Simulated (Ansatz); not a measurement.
NbHO3 (model structure, Pmm2, No. 25, 5 atoms in the cell) was calculated with r²SCAN (Ansatz, a program for electronic structure, plane waves, PAW).

Run with plane-wave cutoff 560 eV, 10×10×10 k mesh, Fermi–Dirac smearing 0.01 eV, no spin polarisation, scalar-relativistic PAW data made under PBE.

Cell (relaxed at this level):

```cif
data_HNbO3
_chemical_formula_sum 'Nb1 O3 H1'
_space_group_name_H-M_alt 'Pmm2'
_space_group_IT_number 25
_space_group_name_Hall 'P 2 -2'
_cell_length_a 3.81716
_cell_length_b 4.10206
_cell_length_c 4.06364
_cell_angle_alpha 90.000
_cell_angle_beta 90.000
_cell_angle_gamma 90.000
loop_
_atom_site_label
_atom_site_type_symbol
_atom_site_symmetry_multiplicity
_atom_site_Wyckoff_symbol
_atom_site_fract_x
_atom_site_fract_y
_atom_site_fract_z
_atom_site_occupancy
Nb1 Nb 1 d 0.50000 0.50000 0.43571 1
O1 O 1 c 0.50000 0.00000 0.53983 1
O2 O 1 b 0.00000 0.50000 0.50384 1
O3 O 1 d 0.50000 0.50000 0.99846 1
H1 H 1 c 0.50000 0.00000 0.77870 1
```

**Question.** What does this level give for the band gap, direct gap at Γ and bulk modulus?

**Answer.** 
- band gap: 2.13 eV (on the SCF k mesh)
- direct gap at Γ: 3.14 eV
- bulk modulus: 111 GPa

Note: the bulk modulus is −V dP/dV from two relaxed cells at ±2 % in volume; the relaxation could raise the start's symmetry but not lower it, so the cell can be a saddle point.

Spin–orbit coupling is not included.

A model structure was made by putting elements into a prototype or built by hand; it is no filed structure, need not be a known phase, and can be a saddle point held by its symmetry.
